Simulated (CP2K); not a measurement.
Worked example: self-consistent single point of Si (Fd-3m, 2 atoms in the cell) in CP2K.

Method of the run: PBE, GPW, DZVP-MOLOPT-SR-GTH basis, GTH-PBE potentials (GTH_POTENTIALS) run with CP2K.

The change in words: lattice scaled by 0.98. Reference geometry:
```
CELL_PARAMETERS angstrom
      3.84030     0.00000     0.00000
      1.92015     3.32579     0.00000
      1.92015     1.10860     3.13559
ATOMIC_POSITIONS crystal
  Si 0.00000 0.00000 0.00000
  Si 0.25000 0.25000 0.25000
```

Reference input (self-consistent single point, DFT PBE, GPW, DZVP-MOLOPT-SR-GTH basis, GTH-PBE potentials (GTH_POTENTIALS)): CUTOFF = 400 Ry; REL_CUTOFF = 50 Ry; SMEAR/METHOD = FERMI_DIRAC; ELECTRONIC_TEMPERATURE = 116.05 K; KPOINTS/SCHEME = MONKHORST-PACK 7 7 7; XC_FUNCTIONAL = PBE; Si/BASIS_SET = DZVP-MOLOPT-SR-GTH-q4; Si/POTENTIAL = GTH-PBE-q4; METHOD = GPW; EPS_DEFAULT = 1e-10; NGRIDS = 5; SCF_GUESS = ATOMIC. This run's input differs from it in these lines:

```diff
@@ -63,5 +63,5 @@
     &CELL
-      A 3.84029700 0.00000000 0.00000000
-      B 1.92014800 3.32579500 0.00000000
-      C 1.92014800 1.10859800 3.13558900
+      A 3.76349100 0.00000000 0.00000000
+      B 1.88174500 3.25927900 0.00000000
+      C 1.88174500 1.08642600 3.07287800
       PERIODIC XYZ
```

The program printed (abridged):

```
 SCF WAVEFUNCTION OPTIMIZATION

  Step     Update method      Time    Convergence         Total energy    Change
     1 NoMix/Diag. 0.20E+00      -     1.09283039        -7.9918826253 -7.99E+00
     2 Broy./Diag. 0.20E+00      -     0.00590976        -7.8869181595  1.05E-01
     3 Broy./Diag. 0.20E+00      -     0.03327193        -7.8060882013  8.08E-02
     4 Broy./Diag. 0.20E+00      -     0.00054406        -7.8526370973 -4.65E-02
     5 Broy./Diag. 0.20E+00      -     0.00228607        -7.8642439313 -1.16E-02
     6 Broy./Diag. 0.20E+00      -     0.00017789        -7.8668040140 -2.56E-03
   [... 2 lines left out ...]
     9 Broy./Diag. 0.20E+00      -     0.00000213        -7.8699393606 -1.27E-04
    10 Broy./Diag. 0.20E+00      -     0.00000020        -7.8699535832 -1.42E-05
    11 Broy./Diag. 0.20E+00      -     0.00000022        -7.8699560827 -2.50E-06
    12 Broy./Diag. 0.20E+00      -     7.3734E-09        -7.8699562535 -1.71E-07
  *** SCF run converged in    12 steps ***

  Overlap energy of the core charge distribution:               0.00000000003788
  Self energy of the core charge distribution:                -20.51598485628205
  Core Hamiltonian energy:                                      4.42073685097700
  Hartree energy:                                              10.66716866975776
  Exchange-correlation energy:                                 -2.44187691802514
  Electronic entropic energy:                                  -0.00000000000001
  Fermi energy:                                                 0.22204862554867

  Total energy:                                                -7.86995625353456
  Total energy (extrapolated to T->0):                         -7.86995625353456

                     Mulliken Population Analysis

   [... lines left out ...]

 STRESS| Analytical stress tensor [bar]
 STRESS|                        x                   y                   z
 STRESS|      x        8.32003925238E+04   2.18588845425E-01   1.54565759189E-01
 STRESS|      y        2.18588845425E-01   8.32010513014E+04   1.44683482847E+00
 STRESS|      z        1.54565759189E-01   1.44683482847E+00   8.32000768011E+04
 STRESS| 1/3 Trace                                             8.32005068754E+04
```

The run converged in 12 iterations. Against the reference run the free energy rises by 35.6 meV/atom, the pressure goes from 1.69 to 8.32 GPa and the gap on the mesh goes from 0.632 to 0.514 eV.

The starting cell has typed, rounded lattice constants, without a prior relaxation at this level. For this run, on top of that: lattice scaled by 0.98. Values carry the incompleteness of an atom-centred basis. With a pressure of about 8 GPa the cell is away from its equilibrium volume at this level.
